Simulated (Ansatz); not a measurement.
Bi2Te2S (R3m, No. 160, 5 atoms in the cell; start mp-1227335; a measured phase of this formula has another space group)

The numbers are results of PBEsol (Ansatz, an electronic-structure program, PAW), not measurements.

Settings: plane-wave cutoff 520 eV, 10×10×10 k mesh, Fermi–Dirac smearing 0.01 eV, scalar-relativistic PAW data made under PBE.

Cell (relaxed at this level):

```yaml
crystal:
  lattice:
    - [2.12734, 1.22822, 9.72754]
    - [-2.12734, 1.22822, 9.72754]
    - [0.00000, -2.45644, 9.72754]
  atoms:
    - { symbol: Bi, position: [0.40226, 0.40226, 0.40226] }
    - { symbol: Bi, position: [0.59252, 0.59252, 0.59252] }
    - { symbol: Te, position: [0.99528, 0.99528, 0.99528] }
    - { symbol: Te, position: [0.79602, 0.79602, 0.79602] }
    - { symbol: S, position: [0.21391, 0.21391, 0.21391] }
```

```json
{
  "band_gap": "0.60 eV (on the SCF k mesh)",
  "bulk modulus B0": "32.2 GPa"
}
```

Note: the relaxation could not lower the start's symmetry, so the cell can be a saddle point above a distorted one; the bulk modulus is −V dP/dV from two relaxed cells at ±2 % in volume.

Spin–orbit coupling is not included; with these elements it can move the gap by several tenths of an eV or more.

Static lattice: no zero-point or thermal effects.

It cost roughly 7 core-minutes of CPU time.

A start named mp-… is a Materials Project structure, which need not be a measured phase.
